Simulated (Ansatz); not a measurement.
Start from KTaO3 in the cubic perovskite structure (space group Pm-3m, No. 221; a = 3.952 Å).

The values are results of LDA/PAW in Ansatz (a quantum-chemistry and plane-wave program), scalar-relativistic without spin-orbit coupling, not measurements.

For the base:

- Volume per atom: 12.34 Å³

Perturbation: cell and atoms relaxed at a pressure of 5 GPa.

**Question.** Estimate the effect on the mean gap deformation potential ΔEg/Δln V and volume per atom.

**Answer.** The mean gap deformation potential ΔEg/Δln V amounts to -2.0 eV; the volume per atom shrinks by 0.267 Å³ (12.34 Å³ → 12.08 Å³).

With Ta present, leaving out spin-orbit coupling can change the band edges. Load acts through the strain it causes; cell and atoms are relaxed under it. No phonon test of stability was made. No other phases were tried under pressure.
